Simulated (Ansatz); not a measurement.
# Effect of biaxial strain +2.50 %, plane normal [001], relaxed out of plane on InP

Base system: InP in the zinc blende structure (space group F-43m, No. 216; a = 5.8269 Å). Axes: x, y, z lie along the cube axes.

It is then changed as follows: biaxial strain +2.50 %, plane normal [001], relaxed out of plane (Cartesian); in-plane vectors clamped, the third vector and the atoms free.

Computed with LDA, PAW, 420 eV (Ansatz, a quantum-chemistry and plane-wave program; scalar-relativistic without spin-orbit coupling). k-mesh 10×10×10 (Γ-centred); smearing 0.05 eV (Fermi–Dirac).

```json
[
 {"quantity": "space group", "base": "F-43m (No. 216)", "changed": "I-4m2 (No. 119)", "shift": "–"},
 {"quantity": "energy relative to the base (free energy F)", "base": "0 meV/atom", "changed": "+8.5 meV/atom", "shift": "+8.5 meV/atom"},
 {"quantity": "pressure (mean of the normal stresses, compression positive)", "base": "0.00 GPa", "changed": "-1.44 GPa", "shift": "-1.44 GPa"},
 {"quantity": "band gap", "base": "0.58 eV", "changed": "0.30 eV", "shift": "-0.28 eV"},
 {"quantity": "gap character", "base": "direct at Γ", "changed": "direct at Γ", "shift": "–"},
 {"quantity": "electron mass", "base": "0.046 mₑ (at Γ)", "changed": "0.027 mₑ out of plane, 0.042 mₑ in plane (at Γ)", "shift": "–"},
 {"quantity": "hole mass", "base": "–", "changed": "0.027 mₑ out of plane, 0.40 mₑ in plane (at Γ)", "shift": "–"},
 {"quantity": "valence-band top at Γ (three highest levels, from the VBM)", "base": "0.00, 0.00, 0.00 eV", "changed": "0.00, -0.24, -0.24 eV", "shift": "–"},
 {"quantity": "out-of-plane strain", "base": "–", "changed": "-2.87 %", "shift": "–"},
 {"quantity": "ratio −ε⊥/ε∥", "base": "–", "changed": "1.15", "shift": "–"},
 {"quantity": "mean in-plane stress (compression positive)", "base": "–", "changed": "-2.2 GPa", "shift": "–"}
]
```

Final structure (turned so that z lies along the plane normal):

```xyz
2
Lattice="4.2233 0.0000 0.0000 0.0000 4.2233 0.0000 2.1116 -2.1116 2.8297" Properties=species:S:1:pos:R:3 pbc="T T T"
In     0.0000     0.0000     0.0000
P      4.2233     2.1116     1.4149
```

Masses are band curvatures over ±0.01 Å⁻¹ around the edge. No phonon test of stability was made. A zero or small gap of InP under biaxial strain +2.50 %, plane normal [001], relaxed out of plane can be the functional's error rather than a property of the material. k-point labels follow each cell's own Brillouin zone.
